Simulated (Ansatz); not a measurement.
An Ansatz (a quantum-chemistry and plane-wave program) input (Kohn–Sham DFT with the PBE functional, run in Ansatz with PAW and 420 eV plane waves, without spin-orbit coupling):

Ansatz 0.2 input:
```yaml
crystal:
  lattice:
    - [2.740559395, 0, 0]
    - [1.3702796975, 2.3733940566, 0]
    - [0, 0, 4.358255898]
  atoms:
    - { symbol: Os, position: [0.6666666667, 0.6666666667, 0.75] }
    - { symbol: Os, position: [0.3333333333, 0.3333333333, 0.25] }
basis: { ecutwfc: 420, ecutrho_ratio: 4, xc_grid: 2, fft_grid_basis: typed }
kpoints: { mp_grid: { grid: [24, 24, 13] } }
hamiltonian:
  xc: pbe
  dispersion: none
  pseudopotentials: { kind: paw }
scf: { occupations: { method: fermi_dirac, width: 0.1 } }
relax: { f_tol: 0.005, max_steps: 50, cell: { stress_tol: 0.01, fix: [a, b, gamma] } }
output: { forces: true, stress: true }
checkpoint: { write: state.ck, write_every: 1000 }
```

Problem. Which symmetry and how many k-points will the program report, and about how many plane waves at Γ?

Solution. Space group P63/mmc (ITA 194) with 24 operations, k-points 427 of 7488, and 573 plane waves at Γ.

Problem. And the final pressure?

Solution. 2.86 GPa (compression positive).

The cells carry an imposed strain or load. Stability against distortions was not tested. All final runs are without spin polarisation. The cell was made from Os in the hcp (Mg type) structure (space group P6_3/mmc, No. 194) by this change: biaxial strain −0.50 %, plane normal [001], relaxed out of plane.
